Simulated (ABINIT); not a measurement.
Input and output of a self-consistent single point for BaSrHfZrO6 (F-43m, 10 atoms in the cell) (ABINIT).

Method of the run: PW91, PAW (JTH v2.0 PBE PAW, files made for PBE) (plane waves; ABINIT).

```xyz
10
Lattice="0.0000 4.2015 4.2015 4.2015 0.0000 4.2015 4.2015 4.2015 0.0000" Properties=species:S:1:pos:R:3 pbc="T T T"
Ba     6.3023     6.3023     6.3023
Sr     2.1008     2.1008     2.1008
Zr     4.2015     4.2015     4.2015
Hf     0.0000     0.0000     0.0000
O      2.0853     4.2015     4.2015
O      4.2015     6.3177     4.2015
O      6.3177     4.2015     4.2015
O      4.2015     2.0853     4.2015
O      4.2015     4.2015     6.3177
O      4.2015     4.2015     2.0853
```

Reference input (self-consistent single point, DFT, LDA (PW92), plane waves, PAW (JTH v2.0 LDA PAW)): ecut = 24 Ha; pawecutdg = 48 Ha; occopt = 1; ngkpt = 4 4 4; nshiftk = 1; shiftk = 0 0 0; potentials = JTH v2.0 LDA PAW; nband = 44; kptopt = 1; nstep = 50; tolvrs = 1e-10; diemac = 4. This run's input differs from it in these lines:

```diff
@@ -1,4 +1,4 @@
-# BaSrHfZrO6, JTH v2.0 LDA PAW
+# BaSrHfZrO6, JTH v2.0 PBE PAW
 pp_dirpath "./"
-pseudos "Ba.LDA_PW-JTH.xml, Sr.LDA_PW-JTH.xml, Zr.LDA_PW-JTH.xml, Hf.LDA_PW-JTH.xml, O.LDA_PW-JTH.xml"
+pseudos "Ba.GGA_PBE-JTH.xml, Sr.GGA_PBE-JTH.xml, Zr.GGA_PBE-JTH.xml, Hf.GGA_PBE-JTH.xml, O.GGA_PBE-JTH.xml"
 acell 3*1.0
@@ -25,2 +25,3 @@
 pawecutdg 48
+ixc -109134
 occopt 1
```

Its files differ too (potentials: JTH v2.0 LDA PAW → JTH v2.0 PBE PAW).

Output, abridged:

```
--- !BeginCycle
solver: {iscf: 17, nstep: 50, nline: 4, wfoptalg: 10, }
tolerances: {tolvrs: 1.00E-10, }
...

     iter   Etot(hartree)      deltaE(h)  residm     nres2
 ETOT  1  -249.14549919675    -2.491E+02 3.494E+00 1.205E+02
 ETOT  2  -252.49068765539    -3.345E+00 7.399E-02 5.141E+01
 ETOT  3  -252.45856881518     3.212E-02 1.514E-02 7.988E+00
 ETOT  4  -252.45595124957     2.618E-03 1.154E-02 6.358E+00
 ETOT  5  -252.44919391730     6.757E-03 3.371E-03 8.770E-02
   [... 6 lines left out ...]
 ETOT 12  -252.44942878785    -1.830E-10 7.173E-04 2.304E-08
 ETOT 13  -252.44942878794    -8.930E-11 3.540E-04 4.221E-09
 ETOT 14  -252.44942878795    -1.265E-11 5.278E-04 2.067E-10
 ETOT 15  -252.44942878795     1.705E-13 2.379E-04 9.391E-11
 At SCF step   15       nres2   =  9.39E-11 < tolvrs=  1.00E-10 =>converged.

 Cartesian components of stress tensor (hartree/bohr^3)
  sigma(1 1)=  8.05964950E-05  sigma(3 2)=  0.00000000E+00
  sigma(2 2)=  8.05964950E-05  sigma(3 1)=  0.00000000E+00
  sigma(3 3)=  8.05964950E-05  sigma(2 1)=  0.00000000E+00

 ----iterations are completed or convergence reached----

 reduced coordinates (array xred) for   10 atoms
       0.750000000000      0.750000000000      0.750000000000
       0.250000000000      0.250000000000      0.250000000000
       0.500000000000      0.500000000000      0.500000000000
       0.000000000000      0.000000000000      0.000000000000
       0.751840000000      0.248160000000      0.248160000000
       0.751840000000      0.248160000000      0.751840000000
   [... lines left out ...]
 Fermi (or HOMO) energy (eV) =   3.14213   Average Vxc (eV)= -10.75111
   [... lines left out ...]
local_psp           : -1.58598421107457E+02
total_energy        : -2.52449426794397E+02
total_energy_eV     : -6.86949825773930E+03
...

-Cartesian components of stress tensor (GPa)         [Pressure= -2.3712E+00 GPa]
- sigma(1 1)=  2.37123035E+00  sigma(3 2)=  0.00000000E+00
- sigma(2 2)=  2.37123035E+00  sigma(3 1)=  0.00000000E+00
- sigma(3 3)=  2.37123035E+00  sigma(2 1)=  0.00000000E+00

 Calculation completed.
```

The run converged in 15 iterations. 

The starting cell comes from a database of computed structures (which also holds hypothetical and non-ambient phases and stackings), without a prior relaxation at this level. The potentials were made for another functional than the one used.

These are the values that this program gave, and no reference: the one-centre exchange-correlation terms come from a truncated expansion.

Cost on one core of a shared machine: roughly 4 min.
